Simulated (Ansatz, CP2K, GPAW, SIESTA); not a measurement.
One structure in several programs: HfGeTe (P4/nmm, 6 atoms in the cell)

Self-consistent single point.

```xyz
6
Lattice="3.7842 0.0000 0.0000 0.0000 3.7842 0.0000 0.0000 0.0000 10.2840" Properties=species:S:1:pos:R:3 pbc="T T T"
Hf     0.0000     1.8921     8.1407
Hf     1.8921     0.0000     2.1433
Ge     0.0000     0.0000     0.0000
Ge     1.8921     1.8921     0.0000
Te     1.8921     0.0000     6.7895
Te     0.0000     1.8921     3.4945
```

Shared settings, as Ansatz (a quantum-chemistry and plane-wave program) writes them: kpoints.mp_grid.grid = 5 5 2; scf.occupations.method = fermi_dirac; scf.occupations.width = 0.05 eV. Potentials and cutoffs stand in the table.

| code | model | pressure (GPa) | largest force (eV/Å) | cutoff |
|---|---|---|---|---|
| Ansatz | LDA (PW92), PAW files made with PBE | -7.61 | 0.470 | 420 eV |
| CP2K | LDA (Pade form), GPW, DZVP-MOLOPT-SR-GTH basis, GTH-PADE potentials (GTH_POTENTIALS) | -10.47 | 0.620 | grid 500 Ry |
| SIESTA | LDA PW92, numerical atomic orbitals DZP, PseudoDojo LDA standard norm-conserving potentials (rewritten from UPF to PSML) | -7.86 | 0.382 | grid 300 Ry |
| GPAW | LDA (Perdew-Wang 92), GPAW PAW datasets LDA (gpaw-data 1.0.1) | -7.71 | 0.490 | 550 eV |

Size of the force on each atom (eV/Å): Sizes of forces hide their directions.

| code | Hf1 | Hf2 | Ge3 | Ge4 | Te5 | Te6 |
|---|---|---|---|---|---|---|
| Ansatz | 0.148 | 0.148 | 0.000 | 0.000 | 0.470 | 0.470 |
| CP2K | 0.459 | 0.459 | 0.000 | 0.000 | 0.620 | 0.620 |
| SIESTA | 0.154 | 0.154 | 0.000 | 0.000 | 0.382 | 0.382 |
| GPAW | 0.107 | 0.107 | 0.000 | 0.000 | 0.490 | 0.490 |

On Ansatz's run: spin-orbit coupling is off.

The spread over the programs that give each value: pressure within 2.86 GPa; largest force within 0.238 eV/Å.

CP2K and SIESTA use small atom-centred bases, whose incompleteness enters pressures, forces and empty levels differently from a plane-wave cutoff. Ansatz's pressure is given at a fixed set of plane waves, as the other plane-wave codes print theirs; with its correction for the finite basis it is -7.57 GPa. In the pressure, CP2K (by 2.81) lies more than 1 GPa from the median of the plane-wave programs. In the force vectors, CP2K (by 0.332) and SIESTA (by 0.098) lie more than 0.08 eV/Å from the median of the plane-wave programs.

The shared mesh is coarse (it stands for a supercell whose shortest vector is 19 Å), so the values are not converged in it.

The starting cell comes from a database of computed structures (which also holds hypothetical and non-ambient phases and stackings), without a prior relaxation at this level. Its lattice was rescaled by a random factor within 2.5 % of one.

Keys are those of Ansatz 0.2.
